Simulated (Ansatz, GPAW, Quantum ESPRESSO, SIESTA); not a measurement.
# Zn (P6_3/mmc, 2 atoms in the cell) computed with different codes at matched settings

Self-consistent single point.

```yaml
crystal:
  lattice:
    - [1.33000, -2.30363, 0.00000]
    - [1.33000, 2.30363, 0.00000]
    - [0.00000, 0.00000, 4.95000]
  atoms:
    - { symbol: Zn, position: [0.33333, 0.66667, 0.25000] }
    - { symbol: Zn, position: [0.66667, 0.33333, 0.75000] }
```

Shared settings, as Ansatz (an electronic-structure program) writes them: kpoints.mp_grid.grid = 5 5 3; scf.occupations.method = fermi_dirac; scf.occupations.width = 0.05 eV. Potentials and cutoffs stand in the table.

```tsv
code	model	pressure (GPa)	cutoff
GPAW	PBE, GPAW PAW datasets PBE (gpaw-data 1.0.1)	0.48	800 eV
SIESTA	GGA PBE, numerical atomic orbitals TZP, PseudoDojo PBE standard norm-conserving potentials (rewritten from UPF to PSML)	-17.10	grid 300 Ry
Ansatz	PBE, default PAW files	0.62	default
Quantum ESPRESSO	PBE, PSlibrary PAW (PBE) pseudopotentials	-1.46	50 Ry
```

The spread over the programs that give each value: pressure within 17.72 GPa.

SIESTA uses small atom-centred bases, whose incompleteness enters pressures, forces and empty levels differently from a plane-wave cutoff. Ansatz's pressure is given at a fixed set of plane waves, as the other plane-wave codes print theirs; with its correction for the finite basis it is 0.73 GPa. In the pressure, SIESTA (by 17.57) and Quantum ESPRESSO (by 1.93) lie more than 1 GPa from the median of the plane-wave programs.

On the base mesh (14 14 7) the same programs gave: Ansatz pressure -0.17 GPa; Quantum ESPRESSO pressure -2.27 GPa; GPAW pressure -0.33 GPa; SIESTA pressure -18.01 GPa.

The values differ from the base mesh's, so the mesh still matters here: the table compares the programs at equal settings.

The starting cell has typed, rounded lattice constants, without a prior relaxation at this level.

Left out of this page: ABINIT and FLEUR (with a known weakness of the program); Elk (not drawn, or without a comparable value).

Keys are those of Ansatz 0.2.
